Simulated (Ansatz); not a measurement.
Ansatz (a first-principles code) run on Ni₂Ge (P3m1, 6 atoms in the cell): self-consistent single point.

Level of theory: PBEsol, default PAW files made with PBE (plane waves; Ansatz).

```
Ni2Ge
1.0
    3.99175     0.00000     0.00000
   -1.99588     3.45696     0.00000
    0.00000     0.00000     5.03895
Ni Ge
4 2
Direct
  0.66667   0.33333   0.25992
  0.33333   0.66667   0.75000
  0.00000   0.00000   0.00000
  0.00000   0.00000   0.50000
  0.66667   0.33333   0.75000
  0.33333   0.66667   0.25000
```

Reference input (self-consistent single point, DFT, PBEsol, plane waves, default PAW files made with PBE): basis.ecutwfc = 420 eV; kpoints.mp_grid.grid = 10 10 7; hamiltonian.xc = pbesol; hamiltonian.pseudopotentials = {kind: paw} (the program's default PAW files); scf.occupations.method = fermi_dirac; scf.occupations.width = 0.1 eV. This run's input differs from it in these lines:

Ansatz 0.2 input:
```diff
@@ -15,3 +15,3 @@
 kpoints:
-  mp_grid: { grid: [10, 10, 7] }
+  mp_grid: { grid: [16, 16, 12] }
 hamiltonian:
@@ -20,3 +20,3 @@
 scf:
-  occupations: { method: fermi_dirac, width: 0.1 }
+  occupations: { method: gaussian, width: 0.3 }
 output:
```

Log, with long lists cut:

```
SCF iter   1: F=—  HF=-31728.987637 eV  |F-HF|=—  |Δ(HF+E_count)|=         —  Δρ=2.31e-2  dr2=2.16e-1  ethr=1.77e-3  ⟨swp⟩=4.7  Hψ=56116  notcnv=0
all-band conjugate gradients solve this SCF's bands
preconditioner: auto → Kerker (q_TF=auto, 2.899 Å⁻¹)
SCF iter   2: F=—  HF=-31728.958400 eV  |F-HF|=—  |Δ(HF+E_count)|=   2.92e-2  Δρ=6.49e-3  dr2=2.01e-2  ethr=2.16e-4  ⟨swp⟩=2.1  Hψ=37035  notcnv=0
   [... lines left out ...]
SCF iter   5: F=—  HF=-31728.955567 eV  |F-HF|=—  |Δ(HF+E_count)|=   3.78e-6  Δρ=1.83e-4  dr2=1.15e-5  ethr=4.28e-8  ⟨swp⟩=2.0  Hψ=29273  notcnv=0
SCF iter   6: F=—  HF=-31728.955566 eV  |F-HF|=—  |Δ(HF+E_count)|=   9.21e-7  Δρ=4.94e-5  dr2=1.68e-6  ethr=1.15e-8  ⟨swp⟩=2.7  Hψ=34326  notcnv=0
SCF iter   7: F=—  HF=-31728.955566 eV  |F-HF|=—  |Δ(HF+E_count)|=   1.75e-7  Δρ=2.44e-5  dr2=4.19e-7  ethr=1.68e-9  ⟨swp⟩=2.2  Hψ=28379  notcnv=0
SCF iter   8: F=-31728.955566 eV  HF=-31728.955566 eV  |F-HF|=2.51e-8  |Δ(HF+E_count)|=   6.45e-8  Δρ=6.25e-6  dr2=2.83e-8  ethr=1.00e-10  ⟨swp⟩=7.2  Hψ=84466  notcnv=0
SCF 1 converged in 8 iterations: F = -31728.955566 eV  dr2 = 2.83e-8
Free energy (F): -31728.955566 eV
Internal energy: -31728.798622 eV  (E = F + TS)
E sigma→0 (E₀):  -31728.877094 eV
Entropy (-TS):   -0.156944 eV (-26.157 meV/atom)
Fermi energy:    17.912034 eV
--- Forces (eV/Å), atoms counted from 1 ---
  atom   1  Ni     0.00000000    -0.00000000    -0.23639461
  atom   2  Ni     0.00000000     0.00000000     0.04236499
  atom   3  Ni     0.00000000    -0.00000000     0.05779886
  atom   4  Ni     0.00000000    -0.00000000     0.06190785
  atom   5  Ge     0.00000000    -0.00000000     0.13770687
  atom   6  Ge     0.00000000     0.00000000    -0.06338439
--- Stress (GPa, compression-positive) ---
       -2.848964       0.000000      -0.000000
        0.000000      -2.848964      -0.000000
       -0.000000      -0.000000      -2.222549
  P = ⅓ Tr σ = -2.6402 GPa (-26.402 kbar)
  The stress holds the Pulay correction. Without it, at fixed plane waves, as pw.x and ABINIT print it: P = -2.6991 GPa
```

The run converged in 8 iterations. Against the reference run the free energy goes down by 3.5 meV/atom, the pressure hardly changes (-2.72 to -2.64 GPa) and the largest force stays at 0.236 eV/Å.

The starting cell comes from a database of computed structures (which also holds hypothetical and non-ambient phases and stackings), without a prior relaxation at this level. Its lattice was rescaled by up to half a per cent. One atom was moved a little off its site on purpose. Spin polarisation is off. Ansatz's pressure includes its estimate of the finite-basis (Pulay) stress.

Cost on one core of a shared machine: roughly 2 min.
